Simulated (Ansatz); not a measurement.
Density of states of BP (F-43m) below the valence band maximum, HSE06, rigid bands (Ansatz, a quantum-chemistry and plane-wave program); cell volume 23.1 Å³.

| energy from edge (eV) | 10⁻³ states/eV/cell |
|---|---|
| 0.006 | 17.5 |
| 0.031 | 37.9 |
| 0.056 | 50.7 |
| 0.081 | 60.9 |
| 0.106 | 69.7 |
| 0.131 | 77.6 |
| 0.156 | 85.5 |
| 0.181 | 92.3 |
| 0.206 | 99.0 |
| 0.231 | 105 |
| 0.256 | 111 |
| 0.281 | 118 |
| 0.319 | 126 |
| 0.344 | 132 |
| 0.369 | 138 |
| 0.394 | 144 |
| 0.419 | 149 |
| 0.444 | 154 |
| 0.469 | 160 |
| 0.494 | 164 |
| 0.519 | 170 |
| 0.544 | 176 |
| 0.569 | 181 |
| 0.594 | 187 |

**Question.** What effective density of states at 300 K does this give (∫ g(E) exp(−E/k_BT) dE, both spins, divided by the cell's size)?

**Answer.** 3.5e19 cm⁻³, a density-of-states mass of 1.25 mₑ, valleys and band degeneracy included.

Spin-orbit coupling is left out; where it splits the top of the valence band, N_v and the p-type Seebeck coefficient come out somewhat high without it. Geometry: cell and atoms relaxed with PBEsol.
